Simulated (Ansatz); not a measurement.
Density of states of KF (Fm-3m) below the valence band maximum, Ansatz (an electronic-structure program) with PBEsol, rigid bands; cell volume 37.4 Å³.

| energy from edge (eV) | 10⁻³ states/eV/cell |
|---|---|
| 0.006 | 1070 |
| 0.031 | 3130 |
| 0.056 | 10100 |
| 0.081 | 11300 |
| 0.106 | 11800 |
| 0.131 | 12700 |
| 0.156 | 14000 |
| 0.181 | 16400 |
| 0.206 | 15700 |
| 0.231 | 13600 |
| 0.256 | 13000 |
| 0.281 | 12900 |
| 0.319 | 13600 |
| 0.344 | 14500 |
| 0.369 | 5770 |
| 0.394 | 3070 |
| 0.419 | 3780 |
| 0.444 | 4660 |
| 0.469 | 4800 |
| 0.494 | 5230 |
| 0.519 | 6630 |
| 0.544 | 5930 |
| 0.569 | 5460 |
| 0.594 | 5140 |

**Question.** What effective density of states at 300 K does this give (∫ g(E) exp(−E/k_BT) dE, both spins, divided by the cell's size)?

**Answer.** 2.3e21 cm⁻³, a density-of-states mass of 20 mₑ, valleys and band degeneracy included.

Spin-orbit coupling is left out; where it splits the top of the valence band, N_v and the p-type Seebeck coefficient come out somewhat high without it. Geometry: cell and atoms relaxed with PBEsol.
